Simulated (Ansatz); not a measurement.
The starting structures come from a database of crystals and need not be the phases stable at ambient conditions.

Consider the following.

```
CELL_PARAMETERS angstrom
      4.41605     0.00000     0.00000
      0.00000     4.41605     0.00000
      0.00000     0.00000     6.34882
ATOMIC_POSITIONS crystal
  Al 0.00000 0.00000 0.00000
  In 0.50000 0.50000 0.50000
  Sb 0.00000 0.50000 0.23337
  Sb 0.50000 0.00000 0.76663
```

Space group of this cell: P-4m2. The cell is strained (lengths across the current scaled by 0.98, ions clamped); by r2SCAN its mean pressure is 2.1 GPa.

Transport runs along the normal of the first two printed cell vectors, the (001) (indices of the unstrained crystal) plane of the conventional cell.

The gap is the functional's own, uncorrected, and κ follows it; spin-orbit coupling is left out. Mid-gap values are interpolated between the computed energies.

### Question
Predict the band gap and the smallest decay constant κ at mid-gap from r2SCAN in Ansatz (a quantum-chemistry and plane-wave program).

### Answer
Gap 1.02 eV on a 8×8×6 mesh; κ = 0.093 1/Å, at the zone centre.
